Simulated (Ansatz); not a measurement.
Start from InP in the zinc blende structure (space group F-43m, No. 216).

```yaml
crystal:
  lattice:
    - [0.00000, 2.93922, 2.93922]
    - [2.93922, 0.00000, 2.93922]
    - [2.93922, 2.93922, 0.00000]
  atoms:
    - { symbol: In, position: [0.00000, 0.00000, 0.00000] }
    - { symbol: P, position: [0.25000, 0.25000, 0.25000] }
```

Cartesian axes are those of the cell as printed.

The values are results of PBEsol, PAW, 420 eV (Ansatz, an electronic-structure program; without spin-orbit coupling), not measurements.

Strains are applied to the cell and any free atomic positions relax; under biaxial strain the out-of-plane vector relaxes too.

One change was made to it. Results:

The valence-band top at Γ (three highest levels, from the VBM) changes from 0.00, 0.00, 0.00 eV to 0.00, -0.19, -0.19 eV; the band gap drops by 0.22 eV (0.57 eV → 0.35 eV); the shortest interatomic distance increases by 0.0152 Å, from 2.545 Å to 2.561 Å.

Which of these changes matches the shifts?
A. biaxial strain −0.50 %, plane normal [001], relaxed out of plane
B. biaxial strain +3.00 %, plane normal [001], relaxed out of plane
C. biaxial strain +2.00 %, plane normal [001], relaxed out of plane

C, biaxial strain +2.00 %, plane normal [001], relaxed out of plane. For comparison, the band gap in the other runs: biaxial strain +3.00 %, plane normal [001], relaxed out of plane gives 0.24 eV; biaxial strain −0.50 %, plane normal [001], relaxed out of plane gives 0.58 eV.

Stability against distortions was not tested. A zero or small gap of InP under biaxial strain +3.00 %, plane normal [001], relaxed out of plane can be the functional's error rather than a property of the material.
